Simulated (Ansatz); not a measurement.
Ta2InC (P6_3/mmc), PBEsol, DFPT electron-phonon coupling, linearised Boltzmann equation (Ansatz, a program for electronic structure). Phonon-limited resistivity 16.1 μΩ·cm at 300 K along y (a = (3.14, 0.00, 0.00) Å; b = (-1.57, 2.72, 0.00) Å; c = (0.00, 0.00, 14.33) Å), current-weighted mean free path 8.2 nm, Drude plasma energy 4.99 eV.

Problem. What is the classical skin depth at 1 GHz (nonmagnetic, μ₀ = 1.257×10⁻⁶ H/m)?

Solution. δ = √(ρ/(π f μ₀)) = 6390 nm.

Problem. What Drude relaxation time do resistivity and plasma energy imply?

Solution. ω_p = 7.58e15 s⁻¹, so τ = 1/(ε₀ ω_p² ρ) = 12.2 fs, a damping ħ/τ of 53.9 meV.

Problem. Estimate the resistivity of a 80 nm square wire with diffuse walls from ρ ≈ ρ₀(1 + 3ℓ/4d).

Solution. 1 + 0.75 × 8.2/80 = 1.08, so ρ ≈ 17.3 μΩ·cm and a line 1 μm long has 27.1 Ω. The formula is the free-electron limit for d well above ℓ; grain boundaries add to it.

A metal at this level (no band gap). Only scattering by harmonic phonons is included (no impurities, grain boundaries, electron-electron scattering or thermal expansion). Spin-orbit coupling is left out, which matters with elements this heavy. Halving the electron mesh (32x32x8) moves the resistivity by up to 5 % at 300 K, the mean free path by up to 6 %. Smearing 0.20 eV; phonons on a 5x5x1 q mesh, which this run doesn't test.

Computed structure with no diffraction record at hand here (it may be known, metastable or hypothetical): Ta2InC (P6_3/mmc).
